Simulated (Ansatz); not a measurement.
Band structure of GaAs (Fm-3m, 2 atoms in the cell).

```xyz
2
Lattice="0.0000 2.5529 2.5529 2.5529 0.0000 2.5529 2.5529 2.5529 0.0000" Properties=species:S:1:pos:R:3 pbc="T T T"
As     0.0000     0.0000     0.0000
Ga     2.5529     2.5529     2.5529
```

Method of the run: PBE (plane waves, PAW; Ansatz, a first-principles code).

Settings: kpoints.mp_grid.grid = 6 6 6; hamiltonian.xc = pbe; hamiltonian.pseudopotentials = {kind: paw} (the program's default PAW files); scf.occupations.method = methfessel_paxton; scf.occupations.width = 0.05 eV; kpoints.band_path.npoints = 10.

The starting cell was generated: these elements placed on a structure prototype, without a prior relaxation; it need not be a known phase or ordering of this composition. The run gives no clean gap (levels at the Fermi energy touch, overlap or are partly filled at this smearing), which alone does not show that the compound is a metal.

Levels in eV from the Fermi level, bands 11 to 17:
```tsv
point	11	12	13	14	15	16	17
Γ	-14.55	-0.05	-0.05	-0.05	1.36	7.31	7.31
X	-10.38	-6.69	-3.55	-3.18	-3.18	3.12	11.49
W	-10.18	-6.35	-5.36	-5.36	2.91	4.45	7.79
K	-10.36	-6.79	-6.00	-2.38	-0.48	6.08	7.76
L	-11.66	-8.69	0.20	0.20	2.85	2.85	2.93
U	-10.36	-6.79	-6.00	-2.38	-0.48	6.08	7.76
```

Bands cross the Fermi level along this path, so the cell is metallic at this level.

Keys are those of Ansatz 0.2.
